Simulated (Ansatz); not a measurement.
The parent structure is SiC (space group P6_3mc, No. 186).

```yaml
crystal:
  lattice:
    - [3.09415, 0.00000, 0.00000]
    - [-1.54707, 2.67961, 0.00000]
    - [0.00000, 0.00000, 10.12926]
  atoms:
    - { symbol: Si, position: [0.00000, 0.00000, 0.50031] }
    - { symbol: Si, position: [0.00000, 0.00000, 0.00031] }
    - { symbol: Si, position: [0.33333, 0.66667, 0.25025] }
    - { symbol: Si, position: [0.66667, 0.33333, 0.75025] }
    - { symbol: C, position: [0.00000, 0.00000, 0.31285] }
    - { symbol: C, position: [0.00000, 0.00000, 0.81285] }
    - { symbol: C, position: [0.33333, 0.66667, 0.06221] }
    - { symbol: C, position: [0.66667, 0.33333, 0.56221] }
```

Cartesian axes are those of the cell as printed.

All numbers come from PBE (Ansatz, a quantum-chemistry and plane-wave program), without spin-orbit coupling.

Strains are applied to the cell and any free atomic positions relax.

One change was made to it. Results:

```tsv
quantity	base	after
smallest direct gap	3.34 eV	3.23 eV
band gap	2.22 eV	2.04 eV
energy relative to the base (free energy F)	0 meV/atom	+15 meV/atom
```

Q: Which change produced these results?
A) uniaxial strain ε_zz = +1.50 %
B) uniaxial strain ε_zz = +3.00 %
C) uniaxial strain ε_zz = +0.75 %
D) uniaxial strain ε_zz = +2.25 %

A: B, uniaxial strain ε_zz = +3.00 %. For comparison, the band gap in the other runs: uniaxial strain ε_zz = +1.50 % gives 2.13 eV; uniaxial strain ε_zz = +0.75 % gives 2.18 eV; uniaxial strain ε_zz = +2.25 % gives 2.08 eV.

Stability against distortions was not tested.
